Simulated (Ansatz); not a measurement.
Consider BN in the wurtzite structure (space group P6_3mc, No. 186).

```yaml
crystal:
  lattice:
    - [2.52320, 0.00000, 0.00000]
    - [-1.26160, 2.18516, 0.00000]
    - [0.00000, 0.00000, 4.17514]
  atoms:
    - { symbol: B, position: [0.33333, 0.66667, 0.00030] }
    - { symbol: B, position: [0.66667, 0.33333, 0.50030] }
    - { symbol: N, position: [0.33333, 0.66667, 0.37470] }
    - { symbol: N, position: [0.66667, 0.33333, 0.87470] }
```

Cartesian axes are those of the cell as printed.

All numbers come from Kohn–Sham DFT with the LDA functional, run in Ansatz (a first-principles code) with PAW and 420 eV plane waves, no SOC.

Before the change:

- Valence-band top at Γ: 0.00, 0.00, -0.29 eV
- Smallest direct gap: 8.29 eV

Perturbation: biaxial strain −1.80 %, plane normal [001], relaxed out of plane (Cartesian); in-plane vectors clamped, the third vector and the atoms free.

Question: What does the calculation give for the valence-band top at Γ and smallest direct gap after the change?

Answer: The valence-band top at Γ (three highest levels, from the VBM) changes from 0.00, 0.00, -0.29 eV to 0.00, 0.00, -0.46 eV; the smallest direct gap decreases by 0.13 eV, from 8.29 eV to 8.16 eV.

No phonon test of stability was made.
